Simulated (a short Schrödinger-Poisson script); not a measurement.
Stack: MOS inversion layer, Al2O3 on p-type Si(100), at 400 K.

| layer | material | thickness (nm) | Na (cm⁻³) |
|---|---|---|---|
| 1 | Al2O3 | 2 | - |
| 2 | Si | 270 | 2.5e18 |

The device is made up for the run: typed textbook-type constants, with dimensions and the other settings drawn at random. Al2O3: permittivity 9, conduction-band edge (eV) 2.7, gap (eV) 6.8, electron mass (mₑ) 0.3. Si: permittivity 11.7, conduction-band edge (eV) 0, gap (eV) 1.124, Nv at 300 K (cm⁻³) 3.1e19.

Channel valleys (confinement mass, in-plane density-of-states mass, number): Δ2 0.916, 0.19, 2; Δ4 0.19, 0.417, 4. At the gate the conduction-band edge of layer 1 lies 3.28 eV − eVg above the Fermi level of the channel; the field vanishes at the back. Gaps are held at their typed values at every temperature. Mesh 0.03 nm at interfaces.

Solved with a short Schrödinger-Poisson script written for these runs: 1D Poisson equation in equilibrium, electrons quantum, Hartree (BenDaniel-Duke, 12 states a valley, the channel's in-plane mass for all, wave functions free to enter the dielectric), parabolic valleys, classical holes, full ionisation, no traps, pinning or gate leakage.

The same stack at other levels of the model or other numerical settings:

| run | sheet density of all electrons at Vg = 1.5 V (cm⁻²) | sheet density of all electrons at Vg = 0.9 V (cm⁻²) | capacitance at Vg = 1.5 V (μF/cm²) | centroid of the channel electrons at Vg = 1.5 V (nm) | rough cost against the base |
|---|---|---|---|---|---|
| base | 9.49e12 | 5.02e11 | 2.84 | 1.12 | about 1 |
| electrons treated as classical, Boltzmann | … | 1.98e12 | … | 0.27 | 0.03 |
| electrons treated as classical, Fermi-Dirac | 1.30e13 | 1.86e12 | 3.25 | … | 0.2 |
| mesh six times as coarse | 9.47e12 | 4.98e11 | 2.83 | 1.12 | 0.3 |
| one subband a valley | 9.47e12 | 4.93e11 | 2.84 | 1.10 | 0.5 |

Question: What belongs in the gaps?

Answer: 
- electrons treated as classical, Fermi-Dirac, centroid of the channel electrons at Vg = 1.5 V (nm): 0.42
- electrons treated as classical, Boltzmann, capacitance at Vg = 1.5 V (μF/cm²): 3.63
- electrons treated as classical, Boltzmann, sheet density of all electrons at Vg = 1.5 V (cm⁻²): 1.44e13

The classical rows ignore confinement, and Boltzmann statistics overrate the density once the band edge passes the Fermi level.
